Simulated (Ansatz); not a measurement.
A self-consistent single point of CsZn₄P₃ (P4mm, 8 atoms in the cell) with Ansatz (a program for electronic structure).

Computed with PBEsol, default PAW files made with PBE (plane waves; Ansatz).

```yaml
crystal:
  lattice:
    - [4.07464, 0.00000, 0.00000]
    - [0.00000, 4.07464, 0.00000]
    - [0.00000, 0.00000, 10.48461]
  atoms:
    - { symbol: Cs, position: [0.00000, 0.00000, 0.50477] }
    - { symbol: Zn, position: [0.50000, 0.00000, 0.84844] }
    - { symbol: Zn, position: [0.50000, 0.00000, 0.15156] }
    - { symbol: Zn, position: [0.00000, 0.50000, 0.84844] }
    - { symbol: Zn, position: [0.00000, 0.50000, 0.15156] }
    - { symbol: P, position: [0.50000, 0.50000, 0.72670] }
    - { symbol: P, position: [0.50000, 0.50000, 0.27330] }
    - { symbol: P, position: [0.00000, 0.00000, 0.00000] }
```

Reference input (self-consistent single point, DFT, PBEsol, plane waves, default PAW files made with PBE): basis.ecutwfc = 30.9 Ry; kpoints.mp_grid.grid = 6 6 3; hamiltonian.xc = pbesol; hamiltonian.pseudopotentials = {kind: paw} (the program's default PAW files); scf.occupations.method = fermi_dirac; scf.occupations.width = 0.01 Ry. This run's input differs from it in these lines:

Ansatz 0.2 input:
```diff
@@ -18,3 +18,3 @@
 kpoints:
-  mp_grid: { grid: [6, 6, 3] }
+  mp_grid: { grid: [10, 10, 5] }
 hamiltonian:
@@ -23,3 +23,3 @@
 scf:
-  occupations: { method: fermi_dirac, width: 0.01 Ry }
+  occupations: { method: cold, width: 0.0015 Ry }
 output:
```

Log, with long lists cut:

```
SCF iter   1: F=—  HF=-20931.998255 eV  |F-HF|=—  |Δ(HF+E_count)|=         —  Δρ=4.43e-3  dr2=4.82e-2  ethr=1.77e-3  ⟨swp⟩=11.2  Hψ=15493  notcnv=0  defer=4
all-band conjugate gradients solve this SCF's bands
preconditioner: auto → Resta (q_TF=auto, 2.355 Å⁻¹)
SCF iter   2: F=—  HF=-20931.986699 eV  |F-HF|=—  |Δ(HF+E_count)|=   1.16e-2  S|Δr|=    0.00e0  Δρ=1.85e-3  dr2=1.15e-2  ethr=6.69e-5  ⟨swp⟩=3.0  Hψ=5929  notcnv=0  defer=200
   [... lines left out ...]
SCF iter   9: F=-20931.979889 eV  HF=-20931.979889 eV  |F-HF|=3.41e-8  |Δ(HF+E_count)|=   4.53e-8  S|Δr|=   2.52e-6  Δρ=4.84e-6  dr2=4.19e-8  ethr=1.39e-10  ⟨swp⟩=4.3  Hψ=9735  notcnv=0
Mixer restart at iter 9: flushing history
SCF iter  10: F=—  HF=-20931.983721 eV  |F-HF|=—  |Δ(HF+E_count)|=         —  Δρ=5.07e-6  dr2=1.66e-7  ethr=5.82e-11  ⟨swp⟩=2.0  Hψ=4400  notcnv=0
SCF iter  11: F=-20931.983720 eV  HF=-20931.983721 eV  |F-HF|=1.66e-8  |Δ(HF+E_count)|=   1.97e-8  S|Δr|=  3.37e-11  Δρ=3.13e-6  dr2=1.51e-8  ethr=5.82e-11  ⟨swp⟩=2.7  Hψ=10186  notcnv=0
SCF 1 converged in 11 iterations: F = -20931.983720 eV  dr2 = 1.51e-8
Stability not checked (fill_not_monotonic)
Free energy (F): -20931.983720 eV
F+E_penalty+E_count: -20931.983722 eV  (lagrangian_ev)
Internal energy: -20931.983720 eV  (E = F + TS)
E sigma→0 (E₀):  -20931.983720 eV
Fermi energy:    7.478876 eV
Smearing:        width narrowed from 0.0204 eV (input) to 9.50e-3 eV after iteration 9, whose occupations did not sum to the number of electrons (Fermi level …
--- Forces (eV/Å), atoms counted from 1 ---
  atom   1  Cs     0.00000000     0.00000000    -0.06639476
   [... lines left out ...]
  atom   8  P     -0.00000000     0.00000000    -0.03481196
--- Stress (GPa, compression-positive) ---
       -2.235774       0.000000       0.000000
        0.000000      -2.235774       0.000000
        0.000000       0.000000      -2.218122
  P = ⅓ Tr σ = -2.2299 GPa (-22.299 kbar)
  The stress holds the Pulay correction. Without it, at fixed plane waves, as pw.x and ABINIT print it: P = -2.2848 GPa
```

The run converged in 11 iterations. Against the reference run the free energy is nearly the same (within 1 meV/atom), the pressure hardly changes (-2.21 to -2.23 GPa) and the largest force goes from 0.139 to 0.112 eV/Å.

The starting cell comes from a database of computed structures (which also holds hypothetical and non-ambient phases and stackings), without a prior relaxation at this level. Its lattice was rescaled by up to half a per cent. One atom was moved a little off its site on purpose. Ansatz's pressure includes its estimate of the finite-basis (Pulay) stress.

Cost on one core of a shared machine: roughly 70 s.
